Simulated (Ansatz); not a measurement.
The starting structures come from a database of crystals and need not be the phases stable at ambient conditions.

Here is the system:

```
CELL_PARAMETERS angstrom
      5.10111     0.00000     0.00000
      0.00000     7.32575     0.00000
      0.00000     3.51531     3.65990
ATOMIC_POSITIONS crystal
  Zr 0.25094 0.96973 0.76381
  Zr 0.75094 0.03027 0.23619
  Zr 0.75094 0.53027 0.20327
  Zr 0.25094 0.46973 0.79673
  O  0.49916 0.77012 0.69318
  O  0.99916 0.22988 0.30682
  O  0.99916 0.72988 0.73342
  O  0.49916 0.27012 0.26658
  O  0.39389 0.63497 0.29767
  O  0.89389 0.36503 0.70233
  O  0.89389 0.86503 0.06761
  O  0.39389 0.13497 0.93239
```

Space group of this cell: Pca2_1. The cell is taken as given.

Transport runs along the normal of the first two printed cell vectors.

No gap correction and no spin-orbit coupling; mid-gap values are interpolated between computed energies.

Estimate the band gap and the smallest decay constant κ at mid-gap that r2SCAN (Ansatz, a program for electronic structure) returns for this system.

Gap 4.39 eV on a 6×8×8 mesh; κ = 0.429 1/Å, at the zone centre.
